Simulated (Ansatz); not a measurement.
## Several settings converged on Sr (P6_3/mmc, 2 atoms in the cell)

```
Sr
1.0
    4.28830     0.00000     0.00000
   -2.14415     3.71377     0.00000
    0.00000     0.00000     7.02343
Sr
2
Direct
  0.33333   0.66667   0.25000
  0.66667   0.33333   0.75000
```

Base method: LDA (PW92), default PAW files made with PBE (plane waves; Ansatz, a first-principles code).

Base settings: basis.ecutwfc = 420 eV; kpoints.mp_grid.grid = 9 9 5; hamiltonian.xc = lda; hamiltonian.pseudopotentials = {kind: paw} (the program's default PAW files); scf.occupations.method = gaussian; scf.occupations.width = 0.1 eV.

**Zone-centre phonons against the mesh**

In this ladder: phonons.method = dfpt.

Frequencies are those of the unrelaxed cell, without the LO-TO term of polar crystals.

Only quantities that move along the ladder and can be compared are tabulated.

| kpoints.mp_grid.grid | highest zone-centre frequency (cm⁻¹) |
|---|---|
| 3 3 2 | 57.2 |
| 4 4 2 | 87.3 |
| 5 5 3 | 73.8 |
| 6 6 3 | 74.2 |
| 7 7 4 | 80.9 |
| 11 11 6 | 79.7 |
| 13 13 7 | 80.3 |
| 16 16 9 | 80.2 |
| 20 20 11 | 80.2 |

Coarsest kpoints.mp_grid.grid that holds the highest zone-centre frequency within 2 cm⁻¹ of the last step, with all finer ones: 7 7 4; the step before is off by 6.0 cm⁻¹.

Two neighbours can agree and both be off: 5 5 3 and 6 6 3 differ by 0.4 cm⁻¹ in the highest zone-centre frequency, yet lie about 6.0 cm⁻¹ from the last step.

**The q mesh of the phonons**

In this ladder: kpoints.mp_grid.grid = 12 12 6; phonons.method = dfpt.

Only quantities that move along the ladder and can be compared are tabulated.

Thermal sums run over frequencies interpolated from this q mesh.

```csv
phonons.qmesh,zero-point energy (meV/atom),vibrational free energy at 300 K (meV/atom)
1 1 1,6.99,-139.11
2 2 2,11.57,-96.57
3 3 3,11.52,-96.94
```

Coarsest phonons.qmesh that holds the vibrational free energy at 300 K within 1 meV/atom of the last step, with all finer ones: 2 2 2; the step before is off by 42 meV/atom.

Coarsest phonons.qmesh that holds the zero-point energy within 0.2 meV/atom of the last step, with all finer ones: 2 2 2; the step before is off by 4.5 meV/atom.

On the base run: the starting cell comes from a database of computed structures (which also holds hypothetical and non-ambient phases and stackings), without a prior relaxation at this level. Its lattice was rescaled by up to half a per cent.

Keys are those of Ansatz 0.2.
